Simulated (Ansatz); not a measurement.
# Au: transverse stress against strain

Au (fcc, Fm-3m, 16.579 Å³/atom at rest, cube axes along x, y and z) under a strain ε along a cube axis (axis z), the other axes held. LDA in Ansatz, a plane-wave DFT program (PAW, default set), 420 eV, 28×28×28 Γ-centred mesh, Fermi-Dirac smearing 0.10 eV; ions are relaxed within the symmetry of each cell. Stress is positive for a compressed cell.

Here s stands for strain and y for stress xx.

```
strain (%)  stress xx (GPa)
----------  ---------------
-1.50                  2.91
-1.00                  1.90
-0.50                  0.93
0.00                   0.00
0.50                  -0.90
1.00                  -1.77
1.50                  -2.61
3.00                      ?
```

Taking a straight line for y over the 7 complete rows: Means: s 0, y 0.066. About the means, the sum of products is -12.865 and the sum of squares of s is 7.0000; the slope is their ratio. Least squares gives y = 0.066 - 1.8379·s. Residuals (row less fit): 0.087, -0.004, -0.055, -0.066, -0.047, 0.002, 0.081; standard error 0.069 (degrees of freedom: 5). The slope gives the elastic constant C12 = 184 ± 3 GPa.

### Question
Estimate the missing y (s = 3.00); what did the run itself give?

### Answer
y = 0.066 - 1.8379 × 3.0 = -5.448 GPa. The calculation gives -4.94 GPa, 0.508 GPa above the prediction (6.5 % of the range of y in the table). The row lies outside the fitted rows, so this is an extrapolation. From the scatter of the fitted rows alone, a prediction at this place has a standard error of 0.107 GPa, so the miss is 4.7 times that.

One order more, fitted to all 13 runs of the series, follows each within 0.02, so the miss is the next term of a smooth law. In a metal these values are sensitive to mesh and smearing; energies are taken to zero smearing, stresses follow the free energy. Rows are the converged runs of the series near zero and its far end; series whose fitted rows scatter by over a few per cent of the range, as at a crossing or softening among them, aren't shown in this form. Most that stay on the fit to the last digits aren't either.
